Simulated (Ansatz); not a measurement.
# How the equilibrium lattice constant a of HfSi (model structure, from the WC type, P-6m2, No. 187) moves with the method

No measured value is used here.

```csv
level (code),value (Å)
PBE (Ansatz),3.108
PBEsol (Ansatz),3.057
PBE-D3(BJ) (Ansatz),[?]
r²SCAN (Ansatz),3.098
```

Problem. Some entries are withheld; supply them.

Solution. 
- PBE-D3(BJ) (Ansatz, a program for electronic structure), value (Å): 3.060

Density-functional levels without +SOC have no spin–orbit coupling. Ansatz's density-functional and Hartree–Fock values are scalar-relativistic unless marked +SOC, with PAW data made under PBE.

A model structure was made by putting elements into a prototype or built by hand; it is no filed structure, need not be a known phase, and can be a saddle point held by its symmetry.
